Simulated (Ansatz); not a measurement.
Start from CdF2 in the fluorite structure (space group Fm-3m, No. 225; a = 5.384 Å). Axes: x, y, z lie along the cube axes.

The values are results of plane-wave PAW DFT at the PBEsol level (Ansatz, a first-principles code, 420 eV), no spin-orbit coupling, not measurements.

Strains are applied to the cell and any free atomic positions relax.

One change was made to it. Results:

The energy rises by 0.9 meV/atom; the shortest interatomic distance falls by 0.021 Å to 2.310 Å; the pressure (mean of the normal stresses, compression positive) goes from zero to 0.09 GPa.

**Question.** Name the change that was made.
A. tensor shear ε_xy = +0.57 %
B. tensor shear ε_xy = +0.86 %
C. tensor shear ε_xy = +1.71 %

**Answer.** C, tensor shear ε_xy = +1.71 %. For comparison, the shortest interatomic distance in the other runs: tensor shear ε_xy = +0.57 % gives 2.324 Å; tensor shear ε_xy = +0.86 % gives 2.321 Å.

Stability against distortions was not tested.
